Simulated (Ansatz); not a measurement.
Base system: CdS in the zinc blende structure (space group F-43m, No. 216).

```
CELL_PARAMETERS angstrom
      0.00000     2.93884     2.93884
      2.93884     0.00000     2.93884
      2.93884     2.93884     0.00000
ATOMIC_POSITIONS crystal
  Cd 0.00000 0.00000 0.00000
  S  0.25000 0.25000 0.25000
```

Cartesian axes are those of the cell as printed.

All numbers come from DFT with r2SCAN, PAW potentials and a 500 eV plane-wave cutoff in Ansatz (a quantum-chemistry and plane-wave program), scalar-relativistic without spin-orbit coupling.

It is then changed as follows: the cell is compressed by 3.00 % along z with no lateral relaxation; the atoms relax in the strained cell.

Predict the stress tensor and what it implies for the stiffness.

Stress of the strained cell less that of the base (GPa, compression positive):
```
   1.79    0.00    0.00
   0.00    1.79    0.00
   0.00    0.00    2.24
```

Then −Δσ_ii/ε with ε = -0.0300 gives secant stiffness values (nonlinear terms included at this strain): C33 ≈ 75 GPa, C13 ≈ 60 GPa and C23 ≈ 60 GPa.

As a check, the harmonic strain energy −½ V₀ Δσ:ε is 5.3 meV/atom; the computed energy rise is 5.3 meV/atom.

Whether these cells are dynamically stable was not tested.
